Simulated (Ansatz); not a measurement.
A periodic model of amorphous Ga$_{24}$O$_{38}$Sn:

```xyz
63
Lattice="9.2058 -0.2092 -0.0325 -0.2092 9.3423 -0.0469 -0.0325 -0.0469 9.1666" Properties=species:S:1:pos:R:3 pbc="T T T"
Ga     2.5315     7.0403     4.2067
Ga     6.6467     0.2821     2.0399
Ga     5.8189     8.1408     5.1382
Ga     5.8623     4.4034     8.0130
Ga     6.0245     1.6793     6.4054
Ga     7.9024     9.0981     7.7562
Ga     5.3625     3.6641     3.9141
Ga     0.4205     5.4792     3.0641
Ga     7.4390     2.3983     0.3767
Ga     8.4173     2.4601     3.8341
Ga     2.3092     3.4105     4.1365
Ga     1.4210     2.8975     0.9788
Ga     3.2867     5.5360     0.2623
Ga     6.4256     6.1085     1.7116
Ga     3.9508     0.7251     3.5412
Ga     4.2350     2.4338     0.9755
Ga     1.0848     1.0388     5.5505
Ga     3.9966     5.5403     6.0835
Ga     3.6987     8.2894     1.1530
Ga     8.9557     2.9981     7.0476
Ga     3.1824     0.6793     7.8442
Ga     8.4078     8.1070     3.6580
Ga     7.5835     5.4100     5.4426
Ga     1.7064     7.4992     7.4316
O      7.1460     7.9055     2.2576
O      0.7263     2.9741     5.4351
O      2.9276     8.4622     2.8639
O      1.5959     6.1882     8.9260
O      8.7490     4.9048     6.9363
O      8.5236     5.6083     1.6056
O      8.9049     0.5132     4.2465
O      4.9321     0.5138     1.2848
O      4.3207     7.1136     5.0427
O     -0.0707     3.4376     9.1059
O      5.9690     5.2129     3.2159
O      2.5930     1.5137     4.5011
O      6.5562    -0.1270     6.6704
O      4.0665     4.9736     7.8687
O      0.8863     3.0680     2.7542
O      7.0815     2.8041     7.5560
O      6.6196     2.5776     4.8656
O      1.9445     9.1565     6.4631
O      5.9741     5.1255     6.2598
O      4.2773     2.4976     2.8673
O      5.7747     3.3532     0.4593
O      0.0316     1.3048     7.1892
O      8.9985     7.5882     7.9184
O      6.7376     5.8180     8.9803
O      3.8698     3.9791     5.0552
O      2.5747     1.5325     0.3159
O      4.4917     6.6145     1.2090
O      2.9662     3.9263     1.0206
O      3.1247     8.3014     8.5432
O      2.2296     5.2812     3.4039
O      5.6925     0.1287     3.9180
O      7.5237     0.5237     0.2184
O      8.4060     4.4162     4.1298
O      7.4157     2.0003     2.2750
O      4.4220     1.8462     7.2653
O      7.4577     7.2477     5.0572
O      0.6647     7.2705     3.7331
O      2.1821     6.3454     6.0437
Sn     8.7819     5.7249     8.8076
```

Calculation: PBE, scalar-relativistic without spin-orbit coupling (plane waves to 420 eV, PAW; Ansatz, a program for electronic structure).

Preparation: random packing, a CHGNet melt and quench, and a DFT relaxation. O atoms were pushed apart under 1.9 Å during the dynamics, to hinder bonds among them. The hot cell started wider than the set density and was brought back towards it in steps. It is the lowest in DFT energy of 2 quenches. It is a model cell: composition and starting density were chosen by hand, and all elements were melted together. No dispersion term was used. Its density started from a set value of 5.06 and ended at 5.06 g/cm³. The quench (nominally 220 K/ps over its main leg) was far faster than any real one, so the model tends to hold more defects than a real film. A cell of this size samples the disorder only roughly. The volume was held where the preparation left it and the shape relaxed, at a PBE pressure of 1.9 GPa. Stress components on the final sampling reach 2.0 GPa.

Bonds are counted up to Ga-Ga 2.68 Å, Ga-O 2.30 Å, Ga-Sn 2.87 Å, O-O 1.58 Å, O-Sn 2.46 Å, Sn-Sn 3.06 Å. Two cations that share two anions don't count as bonded, nor two that share one unless they lie closer than Ga-Ga 2.61 Å, Ga-Sn 2.79 Å, Sn-Sn 2.97 Å.

Question: Give the coordination numbers, mean bond lengths and angles.

Answer: 
The mean coordination of Ga by anions is 4.54 (12 with 4, 11 with 5, 1 with 6). The mean coordination of O is 3.00 (2 with 2, 34 with 3, 2 with 4) and the mean coordination of Sn by anions is 5.00 (1 with 5). The mean Ga-O bond is 1.926 Å (spread 0.079 Å, 109 counted) and the mean O-Sn bond is 2.041 Å (spread 0.027 Å, 5 counted). The bond angle at Ga comes out as mean 107.5°, spread 23.3° and the bond angle at O is mean 116.6°, spread 15.5°. The bond angle at Sn comes out as mean 106.5°, spread 28.8°.

Question: List the pairs of like atoms that count as bonded by the rules above.

Answer: There are none by these rules.
